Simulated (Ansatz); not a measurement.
Consider Rh in the fcc (Cu type) structure (space group Fm-3m, No. 225; a = 3.8301 Å).

Method: PBE in Ansatz (plane waves to 420 eV, PAW, without spin-orbit coupling).

One change was made to it. Results:

| quantity | base | after |
|---|---|---|
| shortest interatomic distance | 2.708 Å | 2.693 Å |
| density | 12.17 g/cm³ | 12.37 g/cm³ |

What was done to the base?
(A) pressure −1 GPa
(B) pressure 4.5 GPa
(C) pressure 22.5 GPa
(D) pressure 30 GPa

B, pressure 4.5 GPa. For comparison, the shortest interatomic distance in the other runs: pressure −1 GPa gives 2.712 Å; pressure 30 GPa gives 2.626 Å; pressure 22.5 GPa gives 2.644 Å.

Load acts through the strain it causes; cell and atoms are relaxed under it. No phonon test of stability was made. No other phases were tried under pressure. The final runs are not spin-polarised.

Ansatz is a first-principles code.
